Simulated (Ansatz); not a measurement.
For L1₂ (Cu3Au-type) ScPt₃, PBEsol in Ansatz (plane waves, PAW) gives:

```
Quantity                     Result
-------------------  --------------
lattice parameter a         3.953 Å
formation enthalpy   -1.064 eV/atom
```

What does r²SCAN in Ansatz (PAW) give for the same quantities?


- lattice constant a: 3.979 Å (grows by 0.7 %)
- formation enthalpy: -1.128 eV/atom (moves by -0.064 eV/atom)

For comparison: lattice constant a 3.954 Å (measured, temperature not stated, copied from a table, unchecked, no zero-point or thermal correction; as tabulated in Journal of the Less-Common Metals 12, 63 (1967)).

Changes are worked out from the printed values.

Unless a cell is named, each level is at its own relaxed cell (PBEsol 15.44, r²SCAN 15.75 Å³/atom).

Levels without +SOC leave out spin–orbit coupling, which shifts energies and cells of such heavy elements.

Ansatz's density-functional and Hartree–Fock values are scalar-relativistic unless marked +SOC, with PAW data made under PBE.

Ansatz is an electronic-structure program.
